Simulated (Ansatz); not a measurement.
## Al interstitial in alpha quartz

These are PBE, PAW (plane waves to 420 eV; Ansatz, a first-principles code) values and carry that method's errors. The supercell holds 72 host sites (2×2×2 repeats of the unit cell), with a 2×2×2 Γ-centred k-point sampling for the final energies. Site at the start: void with 6O2Si nearest. Charged cells carry a point-charge image correction with potential alignment at far atoms. Dielectric constants: PBE linear response of the host. Host gap at this level: 5.68 eV. A cell of this size leaves errors of a few tenths of an eV. The semilocal functional narrows the gap, so deep levels can fall outside it. Spin–orbit coupling is left out. Each state is the lowest found from its start.

Formation energies E_f are given with the Fermi level at the valence-band maximum. Chemical conditions: O-rich (Δμ(Al) = -7.45 eV, bounded by corundum; only phases computed here count, gases as isolated molecules at 0 K); Si-rich (Δμ(Al) = -1.20 eV, bounded by corundum; only phases computed here count, gases as isolated molecules at 0 K). Reference phases: Al: fcc Al.

The name describes the start; the neighbours show where the added atom ended.

```tsv
charge	moment (μB)	point group	largest move off a lattice site (Å)	neighbours of the added atom at the end (Å)	image correction with alignment (eV)	E_f, O-rich (eV)	E_f, Si-rich (eV)
+3	not spin-polarised	C2	0.62	O 1.96, O 1.96, O 1.96, O 1.96, O 2.09, O 2.09	4.24	3.68	-2.57
+2	1.0	C1	0.49	O 1.97, O 1.98, O 2.00, O 2.06, O 2.72, Si 2.73, Si 2.75	1.91	5.37	-0.88
+1	not spin-polarised	C1	0.57	O 2.10, O 2.10, O 2.72, O 2.72, Si 2.81, O 2.90, O 2.92	0.62	7.80	1.56
0	1.0	C1	1.06	O 2.18, O 2.19, Si 2.60, O 2.66	0.00	12.63	6.38
```

Point groups are those of the whole cell at tolerances of 0.03 and 0.1 Å ("near" where only the looser one holds); none is given for unsettled states.

Transition levels above the valence-band maximum: ε(+3/+2) = 1.69 eV; ε(+2/+1) = 2.43 eV; ε(+1/0) = 4.82 eV. On the lower envelope of the bound states, inside the gap: (+3/+2) at 1.69 eV; (+2/+1) at 2.43 eV; (+1/0) at 4.82 eV.

Flagged in the runs: a doubtful potential alignment, a host whose relaxation on this sampling wasn't shown to rest, a strain field that reaches the edge of the cell.
